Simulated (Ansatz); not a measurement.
The starting structures come from a database of crystals and need not be the phases stable at ambient conditions.

# Evanescent states of Cs2CaF4 (I4/mmm, not sure to be the ambient phase, 7 atoms a cell, 21.4 Å³ an atom) along the normal of (110)

Calculation: r2SCAN (plane waves, PAW; Ansatz, a program for electronic structure).

The gap is the functional's own. No spin-orbit coupling. Mid-gap values are interpolated on the energy grid.

Energies count from the valence-band top; κ is the least over a 6×4 mesh across the current.

```json
[
 {"E (eV)": "0.16", "κ (1/Å)": "0.212", "where": "Γ"},
 {"E (eV)": "0.48", "κ (1/Å)": "0.324", "where": "off Γ"},
 {"E (eV)": "0.80", "κ (1/Å)": "0.371", "where": "Γ"},
 {"E (eV)": "1.12", "κ (1/Å)": "0.401", "where": "Γ"},
 {"E (eV)": "1.44", "κ (1/Å)": "0.422", "where": "Γ"},
 {"E (eV)": "1.76", "κ (1/Å)": "0.437", "where": "Γ"},
 {"E (eV)": "2.08", "κ (1/Å)": "0.448", "where": "Γ"},
 {"E (eV)": "2.40", "κ (1/Å)": "0.455", "where": "Γ"},
 {"E (eV)": "2.72", "κ (1/Å)": "0.459", "where": "Γ"},
 {"E (eV)": "3.04", "κ (1/Å)": "0.460", "where": "Γ"},
 {"E (eV)": "3.36", "κ (1/Å)": "0.457", "where": "Γ"},
 {"E (eV)": "3.68", "κ (1/Å)": "0.453", "where": "Γ"},
 {"E (eV)": "4.00", "κ (1/Å)": "0.445", "where": "Γ"},
 {"E (eV)": "4.32", "κ (1/Å)": "0.435", "where": "Γ"},
 {"E (eV)": "4.64", "κ (1/Å)": "0.421", "where": "Γ"},
 {"E (eV)": "4.96", "κ (1/Å)": "0.404", "where": "Γ"},
 {"E (eV)": "5.28", "κ (1/Å)": "0.383", "where": "Γ"},
 {"E (eV)": "5.60", "κ (1/Å)": "0.357", "where": "Γ"},
 {"E (eV)": "5.92", "κ (1/Å)": "0.325", "where": "Γ"},
 {"E (eV)": "6.24", "κ (1/Å)": "0.283", "where": "Γ"},
 {"E (eV)": "6.56", "κ (1/Å)": "0.226", "where": "Γ"},
 {"E (eV)": "6.88", "κ (1/Å)": "0.134", "where": "Γ"}
]
```

Task: How thick must the barrier be to attenuate the transmission by 10^6 when the electrodes' Fermi level lies at 0.16 eV, and what attenuation does that film give at 3.04 eV?

Result: d = 6 ln 10 / (2 × 0.212) = 32.6 Å. At 3.04 eV it gives 6 × 0.460/0.212 = 13.0 decades.
